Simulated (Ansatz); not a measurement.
The parent structure is MoTe₂ in the 2H-MoS2 type structure (space group P6_3/mmc, No. 194; a = 3.497 Å, c = 13.696 Å; layered, stacked along the Cartesian z axis). Axes: x lies along a and z along c of the hexagonal cell.

(Cell as relaxed with PBE-D3(BJ).)

Levels (all Ansatz, a program for electronic structure, PAW): PBE-D3(BJ) (420 eV, spin-orbit coupling left out); r2SCAN+rVV10 (500 eV, no SOC).

Each level relaxes its own structure.

```tsv
base	PBE-D3(BJ)	r2SCAN+rVV10
volume per atom	24.17 Å³	25.68 Å³
lattice parameter a	3.497 Å	3.542 Å
band gap	0.60 eV	0.87 eV
```

It is then changed as follows: uniaxial stress, 1 GPa compression along z, with the cell and atoms free to relax against it.

```json
[
 {"quantity": "energy relative to the base (free energy F)", "PBE-D3(BJ)": "+1.0 meV/atom", "r2SCAN+rVV10": "___"},
 {"quantity": "strain response (xx, yy, zz)", "PBE-D3(BJ)": "(+0.15, +0.15, −1.39) %", "r2SCAN+rVV10": "___"},
 {"quantity": "shortest interatomic distance", "PBE-D3(BJ)": "2.714 Å", "r2SCAN+rVV10": "___"}
]
```

**Question.** Predict the r2SCAN+rVV10 column.

**Answer.** 
- energy relative to the base (free energy F), r2SCAN+rVV10: +1.5 meV/atom
- strain response (xx, yy, zz), r2SCAN+rVV10: (+0.17, +0.17, −2.03) %
- shortest interatomic distance, r2SCAN+rVV10: 2.719 Å

PBE-D3(BJ)'s energy relative to the base lies 0.5 meV/atom below r2SCAN+rVV10's; PBE-D3(BJ)'s shortest interatomic distance lies 0.005 Å below r2SCAN+rVV10's (0.2 %). Neither level is exact; r2SCAN+rVV10 is the comparison here, not a measurement.

With Te present, leaving out spin-orbit coupling can change the band edges. Beyond what the load breaks, stability against distortions was not tested. The D3 term's C6 switches between coordination references near this geometry, which can add small steps to energies.
